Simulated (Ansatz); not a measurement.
# ZnO: electrons 5.0×10^21 cm⁻³

Take ZnO in the wurtzite structure (space group P6_3mc, No. 186; a = 3.280 Å, c = 5.294 Å) as the base.

One thing is altered: electron doping at 5.0×10^21 cm⁻³ (0.247 per cell), with a uniform compensating background at fixed cell and a 300 K Fermi–Dirac width.

All numbers come from DFT with PBE, PAW potentials and a 420 eV plane-wave cutoff in Ansatz (an electronic-structure program), spin-orbit coupling left out, earlier PAW set. Γ-centred 21×21×11 mesh, Fermi–Dirac width 0.0259 eV.

```tsv
quantity	base	changed	shift
gap between the host's bands	0.74 eV	0.61 eV	-0.13 eV
gap character	direct at Γ	direct at Γ	–
Fermi level relative to the doped band's edge (positive inside the band; to 0.05 eV)	–	+2.40 eV	–
```

Final structure:

```
CELL_PARAMETERS angstrom
      3.27991     0.00000     0.00000
     -1.63996     2.84049     0.00000
      0.00000     0.00000     5.29408
ATOMIC_POSITIONS crystal
  Zn 0.66667 0.33333 0.00189
  Zn 0.33333 0.66667 0.50189
  O  0.66667 0.33333 0.62331
  O  0.33333 0.66667 0.12331
```
Cell charge -0.246613.

Cost of the whole job for the changed cell (relaxation, final SCF and bands): very roughly 60 core-seconds.

Carriers are added with a uniform compensating background; total energy and stress of such cells depend on the potential's zero and are not compared; many-body gap narrowing is missing at this level. No phonon test of stability was made.
